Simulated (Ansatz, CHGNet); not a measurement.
**V2AlC (P6₃/mmc, No. 194, 8 atoms in the cell; start mp-1025497): equilibrium volume per atom by level of theory**

No measured value is used here.

```json
[
 {"level (code)": "CHGNet-r²SCAN", "value (Å³/atom)": "11.85"},
 {"level (code)": "LDA (Ansatz)", "value (Å³/atom)": "11.40"},
 {"level (code)": "PBE (Ansatz)", "value (Å³/atom)": "12.00"},
 {"level (code)": "PBE-D3(BJ) (Ansatz)", "value (Å³/atom)": "11.57"},
 {"level (code)": "r²SCAN-D4 (Ansatz)", "value (Å³/atom)": "11.72"}
]
```

The crystal itself was run without spin with LDA, PBE, PBE-D3(BJ), r²SCAN-D4; a magnetic state was not tried in these runs. CHGNet-r²SCAN, LDA, PBE, PBE-D3(BJ), r²SCAN-D4: the relaxation could not lower the start's symmetry, so the cell can be a saddle point above a distorted one. Ansatz's density-functional and Hartree–Fock values are scalar-relativistic unless marked +SOC, with PAW data made under PBE.

Machine-learned potentials (CHGNet-r²SCAN) are trained on DFT data: a solid inside that data is no test of them.

A start named mp-… is a Materials Project structure, which need not be a measured phase.

Ansatz is a quantum-chemistry and plane-wave program.
